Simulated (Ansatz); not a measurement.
**Cs: pressure 22.5 GPa**

Start from Cs in the bcc (W type) structure (space group Im-3m, No. 229; a = 6.011 Å).

One thing is altered: a hydrostatic pressure of 22.5 GPa.

All numbers come from PBEsol in Ansatz (plane waves to 420 eV, PAW, no spin-orbit coupling). k-mesh 11×11×11 (Γ-centred); smearing 0.05 eV (Fermi–Dirac).

The volume per atom falls by 82.07 Å³ (108.57 Å³ → 26.50 Å³) and the lattice parameter a shrinks by 2.2543 Å to 3.756 Å. The enthalpy H = E + PV relative to the base's energy comes out as +5.44 eV/atom and the band gap is still zero.

Final structure:

```xyz
1
Lattice="-1.8782 1.8782 1.8782 1.8782 -1.8782 1.8782 1.8782 1.8782 -1.8782" Properties=species:S:1:pos:R:3 pbc="T T T"
Cs     0.0000     0.0000     0.0000
```

Cost of the whole job for the changed cell (relaxation, final SCF and bands): roughly 13 core-seconds.

Load acts through the strain it causes; cell and atoms are relaxed under it. Whether these cells are dynamically stable was not tested. The final runs are not spin-polarised. Measured, Cs leaves this structure (for fcc) near 2.4 GPa (temperature not stated; as listed in Olga Degtyareva, NATO science for peace and security series. B, Physics and biophysics (2010)).

Ansatz is a quantum-chemistry and plane-wave program.
